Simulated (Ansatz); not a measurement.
SiO2 (model structure, started from the alpha cristobalite type, P4₁2₁2, No. 92, 12 atoms in the cell), treated with LDA (plane waves, PAW; Ansatz, a first-principles code).

Run with plane-wave cutoff 520 eV, 8×8×6 k mesh (along the axes of the cell as run), Fermi–Dirac smearing 0.01 eV, scalar-relativistic PAW data made under PBE.

Cell (relaxed at this level):

```yaml
crystal:
  lattice:
    - [4.94471, 0.00000, 0.00000]
    - [0.00000, 4.94471, 0.00000]
    - [0.00000, 0.00000, 6.87048]
  atoms:
    - { symbol: Si, position: [0.30438, 0.30438, 0.00000] }
    - { symbol: Si, position: [0.80438, 0.19562, 0.75000] }
    - { symbol: Si, position: [0.19562, 0.80438, 0.25000] }
    - { symbol: Si, position: [0.69562, 0.69562, 0.50000] }
    - { symbol: O, position: [0.23730, 0.11337, 0.18337] }
    - { symbol: O, position: [0.73730, 0.38663, 0.56663] }
    - { symbol: O, position: [0.26270, 0.61337, 0.06663] }
    - { symbol: O, position: [0.76270, 0.88663, 0.68337] }
    - { symbol: O, position: [0.88663, 0.76270, 0.31663] }
    - { symbol: O, position: [0.38663, 0.73730, 0.43337] }
    - { symbol: O, position: [0.61337, 0.26270, 0.93337] }
    - { symbol: O, position: [0.11337, 0.23730, 0.81663] }
```

Problem. Estimate the band gap that the calculation returns.

Solution. 
- band gap: 5.55 eV (on the SCF k mesh)

A model structure was made by putting elements into a prototype or built by hand; here it ended with the formula and space group of a phase in our tables.
